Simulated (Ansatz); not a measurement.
Input:

End structure of a constructed model of the (0001) surface of hcp Ru, a pseudomorphic layer of Sc in the host's stacking (bottom of the slab: a bare face, its two planes held):

```xyz
7
Lattice="2.7214 0.0000 0.0000 -1.3607 2.3568 0.0000 0.0000 0.0000 30.0000" Properties=species:S:1:pos:R:3 pbc="T T T"
Ru     1.3607     0.7856     8.1941
Ru     0.0000     1.5712    10.3406
Ru     1.3607     0.7856    12.4750
Ru     0.0000     1.5712    14.6442
Ru     1.3607     0.7856    16.7737
Ru     0.0000     1.5712    18.8906
Sc     1.3607     0.7856    21.3113
```

Slab: 7 atoms, 13.6 Å thick at the start with caps and adatoms (thin: gaps and levels are the slab's own); k 16x16x1, smearing 0.1 eV, dipole-corrected; 2 atoms held, the rest relaxed; held to the start's symmetry, so lower structures may exist; no spin, no spin-orbit, no U. In PBE it is, or lies within 0.01 eV a 1x1 cell of, the lowest of the 2 structures of its composition computed so far; subsurface sites and larger cells were not tried.

Q: What is the computed work function of the top face (PBE run with Ansatz, a first-principles code)?

A: 4.11 eV
